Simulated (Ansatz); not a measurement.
Worked example: self-consistent single point of LuH₂ (I4mm, 3 atoms in the cell) in Ansatz (a program for electronic structure).

Method: PBEsol, harder PAW files (source: ansatz) made with PBE (plane waves; Ansatz).

```
CELL_PARAMETERS angstrom
      0.00000     2.50208     2.50208
      2.50208     0.00000     2.50208
      2.50208     2.50208     0.00000
ATOMIC_POSITIONS crystal
  Lu 0.00999 0.00999 0.99001
  H  0.25000 0.25000 0.25000
  H  0.75000 0.75000 0.75000
```

Reference input (self-consistent single point, DFT, PBEsol, plane waves, default PAW files made with PBE): basis.ecutwfc = 420 eV; kpoints.mp_grid.grid = 11 11 11; hamiltonian.xc = pbesol; hamiltonian.pseudopotentials = {kind: paw} (the program's default PAW files); scf.occupations.method = gaussian; scf.occupations.width = 0.1 eV. This run's input differs from it in these lines:

Ansatz 0.2 input:
```diff
@@ -10,3 +10,3 @@
 basis:
-  ecutwfc: 420.0 eV
+  ecutwfc: 360.0 eV
 kpoints:
@@ -15,3 +15,3 @@
   xc: pbesol
-  pseudopotentials: { kind: paw }
+  pseudopotentials: { kind: paw, source: ansatz }
 scf:
```

Output, abridged:

```
SCF iter   1: F=—  HF=-14649.798050 eV  |F-HF|=—  |Δ(HF+E_count)|=         —  Δρ=1.23e-1  dr2=3.20e0  ethr=3.10e-3  ⟨swp⟩=6.0  Hψ=12409  notcnv=0
all-band conjugate gradients solve this SCF's bands
preconditioner: auto → Kerker (q_TF=auto, 2.662 Å⁻¹)
SCF iter   2: F=—  HF=-14648.846302 eV  |F-HF|=—  |Δ(HF+E_count)|=   9.52e-1  Δρ=6.19e-2  dr2=7.29e-1  ethr=3.10e-3  ⟨swp⟩=3.9  Hψ=6779  notcnv=0  defer=50
   [... lines left out ...]
SCF iter   6: F=—  HF=-14648.498997 eV  |F-HF|=—  |Δ(HF+E_count)|=   1.47e-5  Δρ=2.05e-4  dr2=1.15e-5  ethr=2.10e-6  ⟨swp⟩=2.2  Hψ=4703  notcnv=0  defer=50
SCF iter   7: F=—  HF=-14648.499006 eV  |F-HF|=—  |Δ(HF+E_count)|=   9.00e-6  Δρ=9.22e-5  dr2=2.56e-6  ethr=4.26e-8  ⟨swp⟩=1.6  Hψ=2816  notcnv=0  defer=50
SCF iter   8: F=—  HF=-14648.499005 eV  |F-HF|=—  |Δ(HF+E_count)|=   7.21e-7  Δρ=1.98e-5  dr2=1.43e-7  ethr=9.50e-9  ⟨swp⟩=2.9  Hψ=3919  notcnv=0  defer=50
SCF iter   9: F=-14648.499005 eV  HF=-14648.499005 eV  |F-HF|=4.11e-10  |Δ(HF+E_count)|=   5.69e-8  Δρ=3.32e-6  dr2=2.96e-9  ethr=3.70e-10  ⟨swp⟩=7.8  Hψ=10815  notcnv=0
SCF 1 converged in 9 iterations: F = -14648.499005 eV  dr2 = 2.96e-9
Free energy (F): -14648.499005 eV
Internal energy: -14648.494609 eV  (E = F + TS)
E sigma→0 (E₀):  -14648.496807 eV
Entropy (-TS):   -0.004396 eV (-1.465 meV/atom)
Fermi energy:    13.392025 eV
--- Forces (eV/Å), atoms counted from 1 ---
  atom   1  Lu     0.00000000     0.00000000    -0.35878015
  atom   2  H      0.00000000     0.00000000     0.17937865
  atom   3  H      0.00000000    -0.00000000     0.17937865
--- Stress (GPa, compression-positive) ---
        0.206440       0.000000      -0.000000
        0.000000       0.206440       0.000000
       -0.000000       0.000000       0.083063
  P = ⅓ Tr σ = 0.1653 GPa (1.653 kbar)
  The stress holds the Pulay correction. Without it, at fixed plane waves, as pw.x and ABINIT print it: P = -435.0265 GPa
```

The run converged in 9 iterations. Against the reference run the pressure goes from -2.49 to 0.17 GPa and the largest force goes from 0.337 to 0.359 eV/Å.

The starting cell comes from a database of computed structures (which also holds hypothetical and non-ambient phases and stackings), without a prior relaxation at this level. Its lattice was rescaled by up to half a per cent. One atom was moved a little off its site on purpose. Ansatz's pressure includes its estimate of the finite-basis (Pulay) stress. Without the estimate this run gives -435.03 GPa. The cutoff lies below the one recommended for these files.
